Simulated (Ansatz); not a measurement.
The starting structures come from a database of crystals and need not be the phases stable at ambient conditions.

The decay constant κ of evanescent states in the gap governs leakage through a thin film.

```
CELL_PARAMETERS angstrom
      4.92538     0.00000     0.00000
      2.46269     6.44585     0.00000
      0.00000     1.40590     5.45559
ATOMIC_POSITIONS crystal
  Nb 0.10199 0.28060 0.74819
  Nb 0.89801 0.71940 0.25181
  Nb 0.38259 0.71940 0.75181
  Nb 0.61741 0.28060 0.24819
  O  0.13490 0.58866 0.62746
  O  0.86510 0.41134 0.37254
  O  0.72356 0.41134 0.87254
  O  0.27644 0.58866 0.12746
  O  0.89827 0.00000 0.25000
  O  0.10173 0.00000 0.75000
  O  0.55556 0.78148 0.47309
  O  0.44444 0.21852 0.52691
  O  0.33704 0.21852 0.02691
  O  0.66296 0.78148 0.97309
```

Space group of this cell: C2/c. The cell is taken as given; by r2SCAN its mean pressure is -6.8 GPa.

Transport runs along the normal of the first two printed cell vectors.

No gap correction and no spin-orbit coupling; mid-gap values are interpolated between computed energies.

### Question
Compute, with r2SCAN in Ansatz (a first-principles code), the band gap and the smallest decay constant κ at mid-gap.

### Answer
Gap 2.94 eV on a 8×8×6 mesh; κ = 0.381 1/Å, at (-0.250, 0.333) of the in-plane reciprocal vectors. At the zone centre, at the nearest computed energy, the slowest state has κ = 0.41 1/Å.
